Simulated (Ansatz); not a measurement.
# The (210) surface of germanium, H on 3 of 4 dangling bonds, none on a two-bond Ge at depth 0.0 Å (bottom of the slab: built like the top, H on every dangling bond, free)

Level of theory: PBE (plane waves to 420 eV, PAW; Ansatz, a first-principles code).

Set-up: 24 atoms, 13.0 Å thick at the start with caps and adatoms (thin: gaps and levels are the slab's own); mesh 6x5x1; 0.025 eV smearing; dipole correction on; 3 atoms held, the rest relaxed; no symmetry held; spin-polarised, ending with about 0.8 μB a cell, a value that depends on the mesh; orders that need a larger cell were not tried, no spin-orbit, no U. The slab shows no gap over 0.04 eV on its mesh. In PBE it lies 0.17 eV a 1x1 cell over the lowest computed structure of the same composition (H on 3 of 4 dangling bonds, none on a one-bond Ge at depth 0.6 Å).

| Quantity | Value |
|---|---|
| work function of the top face | 4.55 eV |
| energy released by relaxation | 0.41 eV |
| cost | about 50 core-minutes (a rough figure) |
